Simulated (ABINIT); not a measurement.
Worked example: self-consistent single point of Be2C (Fm-3m, 3 atoms in the cell) in ABINIT.

Level of theory: PBE, norm-conserving pseudopotentials (PseudoDojo nc-sr-05 PBE standard) (plane waves; ABINIT 10.0.3).

```
Be2C
1.0
    0.00000     2.17000     2.17000
    2.17000     0.00000     2.17000
    2.17000     2.17000     0.00000
Be C
2 1
Cartesian
  1.08500   1.08500   1.08500
  3.25500   3.25500   3.25500
  0.00000   0.00000   0.00000
```

Reference input (self-consistent single point, DFT, PBE, plane waves, norm-conserving pseudopotentials (PseudoDojo nc-sr-05 PBE standard)): pseudos = [Be.upf, C.upf]; ecut = 44 Ha; occopt = 3; tsmear = 0.05 eV; ngkpt = 7 7 7; nshiftk = 1; shiftk = 0 0 0; potentials = PseudoDojo nc-sr-05 PBE standard; nband = 11; kptopt = 1; nstep = 50; toldfe = 1e-09 Ha. This run's input differs from it in these lines:

```diff
@@ -21,3 +21,3 @@
 kptopt 1
-ngkpt 7 7 7
+ngkpt 5 5 5
 nshiftk 1
```

Output, abridged:

```
--- !BeginCycle
solver: {iscf: 7, nstep: 50, nline: 4, wfoptalg: 0, }
tolerances: {toldfe: 1.00E-09, }
...

     iter   Etot(hartree)      deltaE(h)  residm     vres2
 ETOT  1  -33.878083658774    -3.388E+01 1.178E-01 2.720E+02
 ETOT  2  -33.940205807307    -6.212E-02 7.478E-03 1.036E+02
 ETOT  3  -33.958539108206    -1.833E-02 1.549E-03 4.125E-01
 ETOT  4  -33.958589378942    -5.027E-05 3.031E-04 6.827E-03
 ETOT  5  -33.958589984562    -6.056E-07 2.379E-05 1.013E-04
 ETOT  6  -33.958589993549    -8.986E-09 5.336E-05 7.506E-07
 ETOT  7  -33.958589993649    -1.007E-10 4.140E-06 1.890E-08
 ETOT  8  -33.958589993652    -2.743E-12 1.062E-05 4.343E-11
 At SCF step    8, etot is converged :
  for the second time, diff in etot=  2.743E-12 < toldfe=  1.000E-09

 Cartesian components of stress tensor (hartree/bohr^3)
  sigma(1 1)=  2.68524252E-05  sigma(3 2)=  0.00000000E+00
  sigma(2 2)=  2.68524252E-05  sigma(3 1)=  0.00000000E+00
  sigma(3 3)=  2.68524252E-05  sigma(2 1)=  0.00000000E+00

 ----iterations are completed or convergence reached----

 reduced coordinates (array xred) for    3 atoms
       0.250000000000      0.250000000000      0.250000000000
       0.750000000000      0.750000000000      0.750000000000
       0.000000000000      0.000000000000      0.000000000000
 cartesian forces (eV/Angstrom) at end:
    1      0.00000000000000    -0.00000000000000    -0.00000000000000
    2     -0.00000000000000    -0.00000000000000     0.00000000000000
   [... lines left out ...]
 Fermi (or HOMO) energy (eV) =   8.75339   Average Vxc (eV)= -11.85987
   [... lines left out ...]
total_energy        : -3.39585899936521E+01
total_energy_eV     : -9.24060227661622E+02
band_energy         : -1.30188664441507E+01
...

-Cartesian components of stress tensor (GPa)         [Pressure= -7.9003E-01 GPa]
- sigma(1 1)=  7.90025491E-01  sigma(3 2)=  0.00000000E+00
- sigma(2 2)=  7.90025491E-01  sigma(3 1)=  0.00000000E+00
- sigma(3 3)=  7.90025491E-01  sigma(2 1)=  0.00000000E+00

 Calculation completed.
```

The run converged in 8 iterations. Against the reference run the free energy rises by 6.7 meV/atom, the pressure hardly changes (-0.77 to -0.79 GPa) and the gap on the mesh goes from 1.409 to 1.631 eV.

The starting cell has typed, rounded lattice constants, without a prior relaxation at this level. Another mesh or the band path of this cell gives a smaller gap, so this value is not converged in the mesh.
